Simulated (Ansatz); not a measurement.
An Ansatz (a program for electronic structure) run: Si with a change (biaxial strain −2.50 %, plane normal [001], relaxed out of plane); Kohn–Sham DFT with the r2SCAN functional, run in Ansatz with PAW and 500 eV plane waves, spin-orbit coupling left out.

Input:

Ansatz 0.2 input:
```yaml
crystal:
  lattice:
    - [3.7534675438, 0, 0]
    - [0, 3.7534675438, 0]
    - [1.8767337719, -1.8767337719, 2.7561832129]
  atoms:
    - { symbol: Si, position: [0, 0, 0] }
    - { symbol: Si, position: [0.75, 0.75, 0.5] }
basis: { ecutwfc: 500, ecutrho_ratio: 4, xc_grid: 4, fft_grid_basis: typed }
kpoints: { mp_grid: { grid: [10, 10, 10] } }
hamiltonian:
  xc: r2scan
  dispersion: none
  pseudopotentials: { kind: paw }
scf: { occupations: { method: fermi_dirac, width: 0.05 } }
relax: { f_tol: 0.005, max_steps: 50, cell: { stress_tol: 0.01, fix: [a, b, gamma] } }
output: { forces: true, stress: true }
checkpoint: { write: state.ck, write_every: 1000 }
```

Output (explanatory and most iteration lines left out):

```
Relaxation: its limit of steps is 50 (relax.max_steps)
Pseudopotential: Si, paw, valence charge 4
Crystal: 2 atoms, lattice volume = 38.831 Å³
Basis set: ecut = 500 eV, 959 PW (Γ), exchange–correlation on 120×120×120 points (64 copies of the dense FFT grid, shifted against one another)
Bands: 8, of which v1, the nominal top of the filled ones, is band 4 counted from 1 (3 counted from 0)
Symmetry: 16 space group operations
Space group: I41/amd (ITA 141), of the structure as read, at distance tolerance 3.4e-5 Å
k-points: 102 of 1000
Functional: x = r2scan, c = r2scan; τ floored in thin density (d = 2e-4 eV/Å³)
SCF iter   1: F=—  HF=-1278.084228 eV  |F-HF|=—  |Δ(HF+E_count)|=         —  Δρ=3.30e-3  dr2=2.72e-3  dr2_τ=1.39e-2  ethr=1.77e-3  ⟨swp⟩=6.0  Hψ=7561  notcnv=0
SCF iter   2: F=—  HF=-1278.101718 eV  |F-HF|=—  |Δ(HF+E_count)|=   1.75e-2  Δρ=1.99e-3  dr2=9.65e-4  dr2_τ=5.51e-6  ethr=3.40e-5  ⟨swp⟩=2.0  Hψ=2448  notcnv=0
SCF 1 converged in 6 iterations: F = -1278.101727 eV  dr2 = 3.66e-10
relax step   1: F+E_penalty+E_count = -1278.10172657 eV  Δ(F+E_penalty+E_count) = +0.000e0 eV  max|allowed force component| = 6.939e-18 eV/Å  Δτ_max = 0.0000 Å  P = +3.959 GPa  Ω = 38.831 Å³  fix = [a, b, gamma]  reactions: a +5.386, b +5.386 GPa  (6 SCF iters, dr2 threshold 1.00e-7 eV, accepted)
[... steps on the carried basis left out ...]
relax step   3: F+E_penalty+E_count = -1278.10247522 eV  Δ(F+E_penalty+E_count) = -5.961e-7 eV  max|allowed force component| = 6.939e-18 eV/Å  Δτ_max = 0.0000 Å  P = +3.311 GPa  Ω = 39.051 Å³  energy of the carried Pulay correction = -1.070e-5 eV  fix = [a, b, gamma]  reactions: a +4.966, b +4.966 GPa  (3 SCF iters, dr2 threshold 3.81e-9 eV, accepted)
Crystal: 2 atoms, lattice volume = 39.051 Å³
SCF iter   1: F=—  HF=-1278.102484 eV  |F-HF|=—  |Δ(HF+E_count)|=         —  Δρ=2.80e-6  dr2=5.81e-10  dr2_τ=4.78e-10  ethr=9.76e-8  ⟨swp⟩=3.0  Hψ=9911  notcnv=0
SCF iter   2: F=—  HF=-1278.102485 eV  |F-HF|=—  |Δ(HF+E_count)|=   1.41e-6  Δρ=1.45e-6  dr2=1.53e-10  dr2_τ=2.36e-11  ethr=7.26e-12  ⟨swp⟩=2.9  Hψ=1388  notcnv=0
SCF 4 converged in 4 iterations: F = -1278.102485 eV  dr2 = 5.53e-13
SCF converged after 4 iterations
Free energy (F): -1278.102485 eV
Internal energy: -1278.102450 eV  (E = F + TS)
E sigma→0 (E₀):  -1278.102468 eV
Entropy (-TS):   -0.000035 eV (-0.018 meV/atom)
Fermi energy:    6.764443 eV
--- Forces (eV/Å), atoms counted from 1 ---
  atom   1  Si     0.00000000     0.00000000     0.00000000
  atom   2  Si    -0.00000000     0.00000000     0.00000000
--- Stress (GPa, compression-positive) ---
        4.965646       0.000000      -0.000000
        0.000000       4.965646       0.000000
       -0.000000       0.000000       0.000015
  P = ⅓ Tr σ = 3.3104 GPa (33.104 kbar)
--- Relaxed structure (3 steps of the walk, 3 accepted, 1 SCFs on fresh bases) ---
  cell:  # Å, volume = 39.0511 Å³
    - [3.7534675438, 0.0, 0.0]
    - [0.0, 3.7534675438, 0.0]
    - [1.8767337719, -1.8767337719, 2.7718365672462792]
  atoms:
    - { symbol: Si, position: [-1.6377352151449154e-36, 1.6377352151449154e-36, 3.275470430289831e-36] }
    - { symbol: Si, position: [0.75, 0.7500000000000002, 0.5000000000000001] }
```

Whether these cells are dynamically stable was not tested. The cell was made from Si in the diamond structure (space group Fd-3m, No. 227) by this change: biaxial strain −2.50 %, plane normal [001], relaxed out of plane.
